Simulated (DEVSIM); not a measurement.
Structure: Schottky contact on n-type GaP, at 300 K.

Layer 1 from the left is GaP, thickness (μm) 0.400, Nd (cm⁻³) 5.4e14, τn (s) 1.4e-6, τp (s) 1.4e-6.

Left contact: Schottky, work function 5.22 eV, emission velocity 3.3e6 cm/s. Right contact: ohmic. Voltage is applied to the left contact. Recombination: SRH at mid-gap. Mobility is constant in doping.

This is a model device: material constants are rounded textbook-type values typed into the input, and sizes, dopings and lifetimes were drawn at random. Values at 300 K.

GaP: gap (eV) 2.26, affinity (eV) 3.8, permittivity 11.1, Nc (cm⁻³) 1.8e19, Nv (cm⁻³) 1.9e19, μn (cm²/Vs) 250, μp (cm²/Vs) 150.

DEVSIM, 1D drift-diffusion, Boltzmann statistics, complete ionisation; no tunnelling, impact ionisation, image-force lowering or self-heating. Metal contacts follow the ideal Schottky-Mott rule: no Fermi-level pinning, no interface dipoles.

### Question
What does the simulation give for the potential step across the device at zero bias, the dark forward voltage at 1 A/cm²?

### Answer
potential step across the device at zero bias 1.151 V; dark forward voltage at 1 A/cm² 1.045 V.
